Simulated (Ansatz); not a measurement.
Au on the 1x1 (10-10) surface of wurtzite AlN (cut with top plane Al + N), one in a 2x1 cell, energies for each (31.4 Å²). Energies are against an atom of fcc Au, without zero-point or thermal terms; each row is named by its start (#2, #3: further inequivalent places of a kind).

Host crystal: wurtzite AlN, with a band gap (PBE, scalar-relativistic without spin-orbit coupling).

Computed with PBE (plane waves to 420 eV, PAW; Ansatz, an electronic-structure program).

Model: 33-atom slab, 8.9 Å thick at the start under the adsorbate (thin: gaps and levels are the slab's own), 3x4x1 mesh, Fermi-Dirac 0.01 eV, dipole correction, 16 atoms held, the rest relaxed; each run with such symmetry as its start has; spin-polarised, no spin-orbit, no U, no dispersion correction.

A negative adsorption energy means that the adsorbate is more stable on the surface than in its reference. Starts that drift may end in the same place. Heights count from the host atoms within 0.3 Å of the top one. Moments of ungapped slabs depend on the mesh.

| starting site | E_ads (eV) | height (Å) | nearest host atom (Å) | bonded to | change of the vacuum step (eV) | lateral drift (Å) | moment (μB) |
|---|---|---|---|---|---|---|---|
| top N | 1.40 | 2.21 | N 2.36 | Al + N | 0.46 | 0.9 | 1.0 |
| top Al | 1.40 | 2.21 | N 2.37 | Al + N | 0.46 | 0.9 | 1.0 |
| top Al #2 | 1.43 | 1.93 | Al 2.62 | 2 Al | -0.13 | 1.6 | 0.5 |
| hollow Al-Al-N-N | 1.43 | 2.07 | Al 2.59 | 2 Al | -0.10 | 1.5 | 1.0 |
| hollow beside Al | … | 1.83 | N 2.25 | Al + N | 0.19 | 0.8 | 1.0 |
| bridge Al-Al-Al-N (span 3.1 Å) | 1.43 | 2.06 | Al 2.59 | 2 Al | -0.11 | 1.5 | 1.0 |

Q: Complete the blanks.

A: 
- hollow beside Al, E_ads (eV): 0.97
